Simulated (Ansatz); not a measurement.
Ansatz (a quantum-chemistry and plane-wave program) run on SbAs (R3m, 2 atoms in the cell): self-consistent single point.

Method of the run: LDA (PW92), default PAW files made with PBE (plane waves; Ansatz).

```
SbAs
1.0
    2.02662     1.17007     3.70544
   -2.02662     1.17007     3.70544
    0.00000    -2.34014     3.70544
Sb As
1 1
Direct
  0.23360   0.23360   0.23360
  0.77090   0.77090   0.77090
```

Reference input (self-consistent single point, DFT, LDA (PW92), plane waves, default PAW files made with PBE): basis.ecutwfc = 420 eV; kpoints.mp_grid.grid = 10 10 10; hamiltonian.xc = lda; hamiltonian.pseudopotentials = {kind: paw} (the program's default PAW files); scf.occupations.method = fermi_dirac; scf.occupations.width = 0.1 eV. This run's input differs from it in these lines:

Ansatz 0.2 input:
```diff
@@ -12,3 +12,3 @@
 kpoints:
-  mp_grid: { grid: [10, 10, 10] }
+  mp_grid: { grid: [17, 17, 17] }
 hamiltonian:
```

Output, abridged:

```
SCF iter   1: F=—  HF=-11109.472070 eV  |F-HF|=—  |Δ(HF+E_count)|=         —  Δρ=5.73e-3  dr2=1.06e-2  ethr=1.77e-3  ⟨swp⟩=5.6  Hψ=45681  notcnv=0
all-band conjugate gradients solve this SCF's bands
preconditioner: auto → Kerker (q_TF=auto, 2.484 Å⁻¹)
SCF iter   2: F=—  HF=-11109.467920 eV  |F-HF|=—  |Δ(HF+E_count)|=   4.15e-3  Δρ=3.23e-3  dr2=3.25e-3  ethr=3.54e-5  ⟨swp⟩=1.6  Hψ=13628  notcnv=0
SCF iter   3: F=—  HF=-11109.466857 eV  |F-HF|=—  |Δ(HF+E_count)|=   1.06e-3  Δρ=4.69e-4  dr2=1.83e-4  ethr=1.08e-5  ⟨swp⟩=3.0  Hψ=14910  notcnv=0
SCF iter   4: F=—  HF=-11109.466787 eV  |F-HF|=—  |Δ(HF+E_count)|=   6.99e-5  Δρ=2.04e-4  dr2=3.04e-5  ethr=6.08e-7  ⟨swp⟩=2.0  Hψ=16575  notcnv=0
SCF iter   5: F=—  HF=-11109.466773 eV  |F-HF|=—  |Δ(HF+E_count)|=   1.39e-5  Δρ=4.41e-5  dr2=1.58e-6  ethr=1.01e-7  ⟨swp⟩=2.0  Hψ=16643  notcnv=0
SCF iter   6: F=—  HF=-11109.466772 eV  |F-HF|=—  |Δ(HF+E_count)|=   8.91e-7  Δρ=2.45e-5  dr2=5.04e-7  ethr=5.26e-9  ⟨swp⟩=2.0  Hψ=16652  notcnv=0
SCF iter   7: F=-11109.466772 eV  HF=-11109.466772 eV  |F-HF|=1.38e-8  |Δ(HF+E_count)|=   2.07e-7  Δρ=8.47e-6  dr2=6.67e-8  ethr=3.33e-10  ⟨swp⟩=3.0  Hψ=37982  notcnv=0
SCF 1 converged in 7 iterations: F = -11109.466772 eV  dr2 = 6.67e-8
Free energy (F): -11109.466772 eV
Internal energy: -11109.454694 eV  (E = F + TS)
E sigma→0 (E₀):  -11109.460733 eV
Entropy (-TS):   -0.012077 eV (-6.039 meV/atom)
Fermi energy:    9.678270 eV
--- Forces (eV/Å), atoms counted from 1 ---
  atom   1  Sb     0.00000000    -0.00000001    -0.21653580
  atom   2  As     0.00000000     0.00000001     0.21653855
--- Stress (GPa, compression-positive) ---
       -3.046599      -0.000000       0.000000
       -0.000000      -3.046599      -0.000000
        0.000000      -0.000000      -4.021387
  P = ⅓ Tr σ = -3.3715 GPa (-33.715 kbar)
  The stress holds the Pulay correction. Without it, at fixed plane waves, as pw.x and ABINIT print it: P = -3.4065 GPa
```

The run converged in 7 iterations. Against the reference run the free energy goes up by 2.5 meV/atom, the pressure moves little (-3.41 to -3.37 GPa) and the largest force goes from 0.207 to 0.217 eV/Å.

The starting cell comes from a database of computed structures (which also holds hypothetical and non-ambient phases and stackings), without a prior relaxation at this level. Its lattice was rescaled by up to half a per cent. One atom was moved a little off its site on purpose. With a pressure of about -3 GPa the cell is away from its equilibrium volume at this level. Ansatz's pressure includes its estimate of the finite-basis (Pulay) stress. The run gives no clean gap (levels at the Fermi energy touch, overlap or are partly filled at this smearing), which alone does not show that the compound is a metal.

Cost on one core of a shared machine: roughly 40 s.
